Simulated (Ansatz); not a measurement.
Base system: Ta in the bcc (W type) structure (space group Im-3m, No. 229; a = 3.254 Å; relaxed with 0.1 eV smearing).

Computed with LDA (Ansatz, an electronic-structure program, PAW, no spin-orbit coupling).

Strains are applied to the cell and any free atomic positions relax.

One change was made to it. Results:

The pressure goes from zero to 19.0 GPa; the energy increases by 70 meV/atom.

Problem. Which of these changes matches the shifts?
A. isotropic strain −2.00 %
B. isotropic strain −1.00 %
C. isotropic strain +2.50 %
D. isotropic strain −2.50 %

Solution. D, isotropic strain −2.50 %. For comparison, the energy relative to the base in the other runs: isotropic strain −2.00 % gives +44 meV/atom; isotropic strain +2.50 % gives +61 meV/atom; isotropic strain −1.00 % gives +11 meV/atom.

Stability against distortions was not tested. All final runs are without spin polarisation.
